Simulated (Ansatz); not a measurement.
NiAs-type NiSb was calculated with PBEsol (Ansatz, a program for electronic structure, plane waves, PAW).

Numerical settings: plane-wave cutoff 560 eV, 18×18×10 k mesh (along the axes of the cell as run), Fermi–Dirac smearing 0.05 eV, no spin polarisation, scalar-relativistic PAW data made under PBE.

Starting structure:

```xyz
4
Lattice="3.9300 0.0000 0.0000 -1.9650 3.4035 0.0000 0.0000 0.0000 5.1300" Properties=species:S:1:pos:R:3 pbc="T T T"
Ni     0.0000     0.0000     0.0000
Ni     0.0000     0.0000     2.5650
Sb     1.9650     1.1345     3.8475
Sb     0.0000     2.2690     1.2825
```

Problem. Into what structure does the relaxation of cell and atoms lead at this level, with the symmetry of the start kept?

Solution. The volume falls by 1.9 %; final space group P6_3/mmc.
```xyz
4
Lattice="3.9161 0.0000 0.0000 -1.9581 3.3915 0.0000 0.0000 0.0000 5.0699" Properties=species:S:1:pos:R:3 pbc="T T T"
Ni     0.0000     0.0000     0.0000
Ni     0.0000     0.0000     2.5349
Sb     1.9581     1.1305     3.8024
Sb     0.0000     2.2610     1.2675
```
